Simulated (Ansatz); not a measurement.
The starting structures come from a database of crystals and need not be the phases stable at ambient conditions.

 Where the default PAW files enter, the runs use the earlier of Ansatz's two default sets.

Tunnelling through a barrier is set by its complex band structure: the current falls as exp(−2κd) with the smallest κ.

Input:

```yaml
crystal:
  lattice:
    - [4.23788, 0.00000, 0.00000]
    - [0.00000, 4.23788, 0.00000]
    - [0.00000, 0.00000, 5.76534]
  atoms:
    - { symbol: Na, position: [0.50000, 0.50000, 0.50000] }
    - { symbol: Na, position: [0.00000, 0.00000, 0.00000] }
    - { symbol: B, position: [0.50000, 0.50000, 0.00000] }
    - { symbol: B, position: [0.00000, 0.00000, 0.50000] }
    - { symbol: H, position: [0.99993, 0.76383, 0.37853] }
    - { symbol: H, position: [0.76383, 0.00007, 0.62147] }
    - { symbol: H, position: [0.00007, 0.23617, 0.37853] }
    - { symbol: H, position: [0.23617, 0.99993, 0.62147] }
    - { symbol: H, position: [0.49993, 0.73617, 0.12147] }
    - { symbol: H, position: [0.26383, 0.49993, 0.87853] }
    - { symbol: H, position: [0.50007, 0.26383, 0.12147] }
    - { symbol: H, position: [0.73617, 0.50007, 0.87853] }
```

Space group of this cell: P4_2/nmc. The cell was relaxed by PBE-D3(BJ).

Transport runs along the normal of the first two printed cell vectors, the (001) plane of the conventional cell.

No gap correction and no spin-orbit coupling; mid-gap values are interpolated between computed energies.

Question: Estimate the band gap and the smallest decay constant κ at mid-gap that r2SCAN (Ansatz, a program for electronic structure) returns for this system.

Answer: Gap 6.79 eV on a 8×8×6 mesh; κ = 0.526 1/Å, at (0.500, 0.500) of the in-plane reciprocal vectors. At the zone centre, at the nearest computed energy, the slowest state has κ = 0.72 1/Å.
